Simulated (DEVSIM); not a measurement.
Structure: abrupt GaAs p-n junction, at 300 K.

| layer (left to right) | material | thickness (μm) | Nd (cm⁻³) | Na (cm⁻³) | τn (s) | τp (s) |
|---|---|---|---|---|---|---|
| 1 | GaAs | 1.90 | - | 1.5e17 | 1.9e-9 | 1.9e-9 |
| 2 | GaAs | 75.0 | 6.9e14 | - | 1.9e-9 | 1.9e-9 |

Left contact: ohmic. Right contact: ohmic. Voltage is applied to the left contact. Recombination: SRH at mid-gap, radiative, Auger. Mobility is μmin + (μ − μmin)/(1 + (N/Nref)^α).

Constants are typed, rounded textbook-type inputs, not results; the design itself was drawn at random and stands for no fabricated device. Values at 300 K; Nc and Nv go as T^1.5, mobilities as T to minus their exponent, the gap by Varshni's rule with the affinity fixed.

| parameter | GaAs |
|---|---|
| gap (eV) | 1.424 |
| affinity (eV) | 4.07 |
| permittivity | 12.9 |
| Nc (cm⁻³) | 4.7e17 |
| Nv (cm⁻³) | 9e18 |
| μn (cm²/Vs) | 8500 |
| μp (cm²/Vs) | 400 |
| μn,min | 500 |
| μp,min | 20 |
| Nref,n | 6e16 |
| Nref,p | 1.5e17 |
| αn | 0.39 |
| αp | 0.38 |
| T exponent of μn | 2.1 |
| T exponent of μp | 2.2 |
| B (cm³/s) | 2e-10 |
| Cn (cm⁶/s) | 1e-30 |
| Cp (cm⁶/s) | 1e-30 |
| Varshni α (eV/K) | 0.000541 |
| Varshni β (K) | 204 |

DEVSIM, 1D drift-diffusion, Boltzmann statistics, complete ionisation; no tunnelling, impact ionisation, image-force lowering or self-heating.

Base results: largest field in the device at zero bias (V/cm) 23000; potential step across the device at zero bias (V) 1.149; dark forward voltage at 1 A/cm² (V) 0.962.

Question: What follows from this one change: minority lifetime in layer 2 1.9e-09 → 5.7e-08 s?

Answer: largest field in the device at zero bias little changed (23000 V/cm); potential step across the device at zero bias little changed (1.149 V); dark forward voltage at 1 A/cm² 0.962 → 1.010 V.

Question: What follows from this one change: thickness of layer 2 75 → 45 μm?

Answer: largest field in the device at zero bias little changed (23000 V/cm); potential step across the device at zero bias little changed (1.149 V); dark forward voltage at 1 A/cm² 0.962 → 0.958 V.

Question: What follows from this one change: temperature 300 → 500 K?

Answer: largest field in the device at zero bias 23000 → 28000 V/cm; potential step across the device at zero bias 1.149 → 0.805 V; dark forward voltage at 1 A/cm² 0.962 → 0.511 V.

Question: What follows from this one change: doping Na of layer 1 1.5e+17 → 4.5e+15 cm^-3?

Answer: largest field in the device at zero bias 23000 → 13000 V/cm; potential step across the device at zero bias 1.149 → 1.059 V; dark forward voltage at 1 A/cm² 0.962 → 0.936 V.
